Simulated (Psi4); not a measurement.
Psi4 1.11, PBE0/def2-svp: cluster of 7 water molecules, 21 atoms. The geometry is a generated start, not checked to be a minimum at this level.

```json
{
 "task": "energy",
 "method": "pbe0",
 "basis": "def2-svp",
 "guess": "auto, which took SAD (default)",
 "diis_max_vecs": "10 (default)",
 "scf_initial_accelerator": "adiis (default)",
 "e_convergence": "1e-06 (default)",
 "d_convergence": "1e-06 (default)",
 "dft_radial_points": "75 (default)",
 "dft_spherical_points": "302 (default)",
 "basis_functions": "168",
 "grid_points": "450585"
}
```

Machine: one whole node, AMD EPYC (Zen 5), 96 cores on 1 socket, no SMT, 12 L3 cache groups; 94 cores' worth of CPU time may be used.

Times are wall-clock medians of two to five runs, from launch to exit, with nothing else on the machine. Processes are pinned to neighbouring cores unless said otherwise. The times hold for this build (conda-forge: OpenMP (LLVM), MKL, Libint2). Scratch files lie in a memory file system.

All on 32 threads. Base settings, kept where nothing else is said: memory = 64 GB, scf_type = df (default) (screening, ints_tolerance, df_scf_guess, incfock not set). The candidates, on 32 cores each, agree within 1.0 meV/atom in energy:
A. scf_type = direct, screening = csam (default), ints_tolerance = 1e-12 (default), df_scf_guess = false, incfock = false (default)
B. scf_type = direct, screening = density, ints_tolerance = 1e-12, df_scf_guess = true (default), incfock = false (default)
C. the base settings
D. scf_type = disk_df
E. scf_type = dfdirj+cosx, screening = csam (default), ints_tolerance = 1e-12 (default), incfock = true
F. memory = 8 GB
G. scf_type = dfdirj+snlink, screening = csam (default), ints_tolerance = 1e-12 (default), incfock = false (default)
H. scf_type = dfdirj+cosx, screening = csam (default), ints_tolerance = 1e-12 (default), incfock = false (default)

Question: Which of these settings finishes first?

Answer: C and D and F, at 2.5 s to 2.6 s, level within 8 % or the scatter of repeats. At the other end G takes 2.6× as long.

| candidate | wall time | repeats | SCF iterations |
|---|---|---|---|
| C | 2.5 s | 3 runs within 2 % | 8 |
| D | 2.5 s | 3 runs within 1 % | 8 |
| F | 2.6 s | 3 runs within 6 % | 8 |
| B | 2.9 s | 3 runs within 7 % | — |
| A | 3.0 s | 3 runs within 5 % | 8 |
| E | 5.8 s | 3 runs within 4 % | 9 |
| H | 6.0 s | 3 runs within 5 % | 9 |
| G | 6.6 s | 2 runs within 1 % | 8 |

From the slowest to the fastest: The largest move is in J and K builds (JK): 4.2 s to 0.17 s. What the program resolved moves too: JK builder from CompositeJK and snLinK to MemDFJK. Launch, exit and the like take 1.1 s of the 2.5 s.
